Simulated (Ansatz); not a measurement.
Where the default PAW files enter, the runs use the earlier of Ansatz's two default sets.

## Evanescent states of VBiO4 (I4_1/a, 12 atoms a cell, 12.7 Å³ an atom) along the normal of (100)

All values below come from r2SCAN (plane waves, PAW; Ansatz, a first-principles code).

The gap is the functional's own. No spin-orbit coupling. Mid-gap values are interpolated on the energy grid.

Energies count from the valence-band top; κ is the least over a 6×4 mesh across the current.

```json
[
 {"E (eV)": "0.06", "κ (1/Å)": "0.111", "where": "off Γ"},
 {"E (eV)": "0.18", "κ (1/Å)": "0.158", "where": "Γ"},
 {"E (eV)": "0.30", "κ (1/Å)": "0.186", "where": "Γ"},
 {"E (eV)": "0.42", "κ (1/Å)": "0.208", "where": "Γ"},
 {"E (eV)": "0.54", "κ (1/Å)": "0.225", "where": "Γ"},
 {"E (eV)": "0.66", "κ (1/Å)": "0.239", "where": "Γ"},
 {"E (eV)": "0.78", "κ (1/Å)": "0.249", "where": "Γ"},
 {"E (eV)": "0.90", "κ (1/Å)": "0.257", "where": "Γ"},
 {"E (eV)": "1.02", "κ (1/Å)": "0.262", "where": "Γ"},
 {"E (eV)": "1.14", "κ (1/Å)": "0.265", "where": "Γ"},
 {"E (eV)": "1.26", "κ (1/Å)": "0.265", "where": "Γ"},
 {"E (eV)": "1.38", "κ (1/Å)": "0.263", "where": "Γ"},
 {"E (eV)": "1.50", "κ (1/Å)": "0.259", "where": "Γ"},
 {"E (eV)": "1.62", "κ (1/Å)": "0.251", "where": "Γ"},
 {"E (eV)": "1.74", "κ (1/Å)": "0.240", "where": "Γ"},
 {"E (eV)": "1.86", "κ (1/Å)": "0.225", "where": "Γ"},
 {"E (eV)": "1.98", "κ (1/Å)": "0.205", "where": "Γ"},
 {"E (eV)": "2.10", "κ (1/Å)": "0.176", "where": "Γ"},
 {"E (eV)": "2.22", "κ (1/Å)": "0.133", "where": "Γ"}
]
```

Task: How thick must the barrier be to attenuate the transmission by 10^8 when the electrodes' Fermi level lies at 2.10 eV, and what attenuation does that film give at 0.06 eV?

Result: d = 8 ln 10 / (2 × 0.176) = 52.3 Å. At 0.06 eV it gives 8 × 0.111/0.176 = 5.0 decades.
